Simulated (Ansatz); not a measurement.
For Pt3InN (model structure, started from the Ni3MgC type, Pm-3m, No. 221, 5 atoms in the cell), PBE in Ansatz (plane waves, PAW) gives:

| Property | Result |
|---|---|
| equilibrium lattice constant a | 4.261 Å |
| bulk modulus | 182 GPa |

What does r²SCAN (Ansatz, a first-principles code, PAW) give for the same quantities?


- lattice constant a: 4.229 Å (falls by 0.8 %)
- bulk modulus: 201 GPa (rises by 10 %)

Changes are worked out from the printed values.

Unless a cell is named, each level is at its own relaxed cell (PBE 15.47, r²SCAN 15.13 Å³/atom).

Levels without +SOC leave out spin–orbit coupling, which shifts energies and cells of such heavy elements.

Caveats: the bulk modulus is −V dP/dV from two relaxed cells at ±2 % in volume (PBE, r²SCAN). Ansatz's density-functional and Hartree–Fock values are scalar-relativistic unless marked +SOC, with PAW data made under PBE.

A model structure was made by putting elements into a prototype or built by hand; it is no filed structure, need not be a known phase, and can be a saddle point held by its symmetry.
